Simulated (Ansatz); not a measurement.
The starting structures come from a database of crystals and need not be the phases stable at ambient conditions.

Inside the gap of an insulator the Bloch states are evanescent, with a wavenumber k + iκ along the transport direction.

Data:

```xyz
8
Lattice="8.0595 0.0000 0.0000 3.1936 9.6941 0.0000 -2.4330 4.8470 3.1312" Properties=species:S:1:pos:R:3 pbc="T T T"
K      1.5968     4.8470     0.0000
K      1.5426     0.7743     0.0000
K      9.7106     8.9198     0.0000
Sb     4.1494    12.1966     3.1312
Sb     4.6708     2.3445     0.0000
Au     3.1936     9.6941     3.1312
Au     4.4101     7.2705     1.5656
Au    -1.2165     2.4235     1.5656
```

Space group of this cell: R-3m. The cell is taken as given.

Transport runs along the normal of the first two printed cell vectors, the (110) plane of the conventional cell.

The gap is the functional's own, uncorrected, and κ follows it; spin-orbit coupling is left out. Mid-gap values are interpolated between the computed energies.

Q: Give the band gap and the smallest decay constant κ at mid-gap that r2SCAN (Ansatz, a quantum-chemistry and plane-wave program) yields.

A: Gap 1.25 eV on a 10×10×10 mesh; κ = 0.122 1/Å, at (0.500, 0.500) of the in-plane reciprocal vectors. At the zone centre, at the nearest computed energy, the slowest state has κ = 0.14 1/Å.
